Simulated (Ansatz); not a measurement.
Fe₂Ge (P6₃/mmc, No. 194, 6 atoms in the cell; start mp-20432)

Method: r²SCAN+rVV10 (plane waves, PAW; Ansatz, an electronic-structure program).

Numerical settings: plane-wave cutoff 500 eV, 12×12×8 k mesh (along the axes of the cell as run), Fermi–Dirac smearing 0.05 eV, spin-polarised start, scalar-relativistic PAW data made under PBE.

Cell (relaxed at this level):

```cif
data_Fe4Ge2
_chemical_formula_sum 'Fe4 Ge2'
_space_group_name_H-M_alt 'P 1'
_space_group_IT_number 1
_cell_length_a 4.13558
_cell_length_b 4.13558
_cell_length_c 4.97863
_cell_angle_alpha 90.000
_cell_angle_beta 90.000
_cell_angle_gamma 120.000
loop_
_space_group_symop_operation_xyz
  'x, y, z'
loop_
_atom_site_label
_atom_site_type_symbol
_atom_site_fract_x
_atom_site_fract_y
_atom_site_fract_z
_atom_site_occupancy
Fe1 Fe 0.00000 0.00000 0.00000 1
Fe2 Fe 0.00000 0.00000 0.50000 1
Fe3 Fe 0.66667 0.33333 0.75000 1
Fe4 Fe 0.33333 0.66667 0.25000 1
Ge1 Ge 0.66667 0.33333 0.25000 1
Ge2 Ge 0.33333 0.66667 0.75000 1
```

band gap: none

Note: the magnetic order was assumed, not searched for or taken from measurement; a magnet's gap depends somewhat on the PAW data; the relaxation could not lower the start's symmetry, so the cell can be a saddle point above a distorted one.

Spin–orbit coupling is not included.

It cost very roughly 11 core-minutes of CPU time.

A start named mp-… is a Materials Project structure, which need not be a measured phase.
